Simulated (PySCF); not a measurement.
PySCF 2.14.0, R2SCAN/def2-svp, df: Ga(Br)2(OMe) (C[O][Ga]([Br])[Br]), 8 atoms. The geometry is a generated start, not checked to be a minimum at this level.

```json
{
  "task": "energy",
  "method": "r2scan",
  "basis": "def2-svp",
  "two_electron_scheme": "density fitting",
  "mol.max_memory": "3000 MB",
  "mf.max_cycle": "100",
  "mf.init_guess": "minao (default)",
  "mf.DIIS": "CDIIS (default)",
  "mf.conv_tol": "1e-09 (default)",
  "mf.grids.level": "3 (default)",
  "basis_functions": "139",
  "grid_points": "119376"
}
```

```xyz
8

Ga     0.4440     1.3313     0.7115
Br     1.9623     2.9120     0.1562
Br    -0.8415     1.2487     2.6031
O      0.3668     0.0585    -0.4950
C     -0.3481    -1.1502    -0.6975
H     -0.9437    -1.0604    -1.6097
H      0.3731    -1.9600    -0.8106
H     -1.0129    -1.3800     0.1421
```

One run each on 2 threads, 1 BLAS thread. Values of diis_space tried: 3, 5, 8 (default), 12, 20.

**Question.** Which value of diis_space needs the fewest Fock builds, and what happens away from it?

**Answer.** Fewest Fock builds, within one of each other: 5 with 15, 8 (default) with 14, 12 with 14, 20 with 14. The count rises to 25 at 3. All converge to one solution.

```tsv
diis_space	Fock builds	end
3	25	same solution
5	15	same solution
8 (default)	14	same solution
12	14	same solution
20	14	same solution
```
